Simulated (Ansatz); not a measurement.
# MgTe in the zinc blende structure (space group F-43m, No. 216)

```
CELL_PARAMETERS angstrom
      0.00000     3.25469     3.25469
      3.25469     0.00000     3.25469
      3.25469     3.25469     0.00000
ATOMIC_POSITIONS crystal
  Mg 0.00000 0.00000 0.00000
  Te 0.25000 0.25000 0.25000
```

The values are results of PBE/PAW in Ansatz (a first-principles code), scalar-relativistic without spin-orbit coupling, not measurements. Γ-centred 9×9×9 mesh, Fermi–Dirac width 0.05 eV.

```json
{
 "volume_per_atom": "34.48 Å³",
 "density": "3.66 g/cm³",
 "band_gap": "2.33 eV, direct at Γ",
 "electron_mass": "0.17 mₑ",
 "Hole mass (degenerate bands, along [100])": "0.20, 0.92, 0.92 mₑ",
 "Lowest conduction-band minima above the VBM": "Γ 2.33 eV; X along ⟨100⟩ 2.88 eV; L along ⟨111⟩ 3.17 eV",
 "total_energy": "-4452.762 eV/atom (σ→0; compares only within this code and set-up)"
}
```

Spin-orbit coupling, missing from the scalar runs, can matter with Te. Masses are band curvatures over ±0.01 Å⁻¹ around the edge. Whether these cells are dynamically stable was not tested.
